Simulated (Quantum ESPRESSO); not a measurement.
A self-consistent single point of CaCuSi (P-6m2, 3 atoms in the cell) with Quantum ESPRESSO.

Level of theory: PBEsol, GBRV 1.5 ultrasoft (PBESOL) pseudopotentials (plane waves; Quantum ESPRESSO).

The change in words: lattice scaled by 0.98. Reference geometry:
```xyz
3
Lattice="4.1218 0.0000 0.0000 -2.0609 3.5696 0.0000 0.0000 0.0000 4.0810" Properties=species:S:1:pos:R:3 pbc="T T T"
Ca     0.0000     0.0000     0.0000
Si     0.0000     2.3797     2.0405
Cu     2.0609     1.1899     2.0405
```

Reference input (self-consistent single point, DFT, PBEsol, plane waves, GBRV 1.5 ultrasoft (PBESOL) pseudopotentials): ecutwfc = 50 Ry; ecutrho = 400 Ry; occupations = smearing; smearing = gaussian; degauss = 0.0073499 Ry; potentials = {Ca: ca_pbesol_v1.uspp.F.UPF, Si: si_pbesol_v1.uspp.F.UPF, Cu: cu_pbesol_v1.2.uspp.F.UPF}; K_POINTS = automatic 8 8 7 0 0 0; conv_thr = 1e-10 Ry. This run's input differs from it in these lines:

```diff
@@ -27,4 +27,4 @@
 Ca    0.0000000000    0.0000000000    0.0000000000
-Si    0.0000000000    0.5773502692    0.4950483499
-Cu    0.5000000000    0.2886751346    0.4950483499
+Si    0.0000000000    0.5773502692    0.4950483864
+Cu    0.5000000000    0.2886751346    0.4950483864
 K_POINTS {automatic}
@@ -32,5 +32,5 @@
 CELL_PARAMETERS {angstrom}
-   4.1218297170     0.0000000000     0.0000000000
-  -2.0609148585     3.5696092450     0.0000000000
-   0.0000000000     0.0000000000     4.0810100000
+   4.0393930266     0.0000000000     0.0000000000
+  -2.0196965133     3.4982169769     0.0000000000
+   0.0000000000     0.0000000000     3.9993900000
```

The program printed (abridged):

```
     Self-consistent Calculation

     iteration #  1     ecut=    50.00 Ry     beta= 0.70

     total energy              =    -487.45256849 Ry
     estimated scf accuracy    <       0.88696485 Ry

     iteration #  2     ecut=    50.00 Ry     beta= 0.70

     total energy              =    -487.54316400 Ry
     estimated scf accuracy    <       3.72871679 Ry

     iteration #  3     ecut=    50.00 Ry     beta= 0.70

     total energy              =    -487.98844792 Ry
     estimated scf accuracy    <       0.04643033 Ry

   [... 11 blocks of this kind left out ...]

     iteration # 15     ecut=    50.00 Ry     beta= 0.70

     total energy              =    -488.00406709 Ry
     estimated scf accuracy    <          1.4E-10 Ry

     iteration # 16     ecut=    50.00 Ry     beta= 0.70
     End of self-consistent calculation

     the Fermi energy is     9.4096 ev

!    total energy              =    -488.00406709 Ry
     estimated scf accuracy    <          5.3E-12 Ry
     smearing contrib. (-TS)   =      -0.00099427 Ry
     internal energy E=F+TS    =    -488.00307282 Ry

     convergence has been achieved in  16 iterations

     Forces acting on atoms (cartesian axes, Ry/au):

     atom    1 type  1   force =     0.00000000   -0.00000000    0.00000000
   [... zero for the other atoms too ...]

     Total force =     0.000000     Total SCF correction =     0.000000

          total   stress  (Ry/bohr**3)                   (kbar)     P=       12.71
   0.00011368   0.00000000   0.00000000           16.72        0.00        0.00
   0.00000000   0.00011368   0.00000000            0.00       16.72        0.00
  -0.00000000  -0.00000000   0.00003184           -0.00       -0.00        4.68

   JOB DONE.
```

The run converged in 16 iterations. Against the reference run the free energy drops by 5.2 meV/atom and the pressure goes from -3.05 to 1.27 GPa.

The starting cell comes from a database of computed structures (which also holds hypothetical and non-ambient phases and stackings), without a prior relaxation at this level. For this run, on top of that: lattice scaled by 0.98. Spin polarisation is off.

Cost on one core of a shared machine: roughly 30 s.
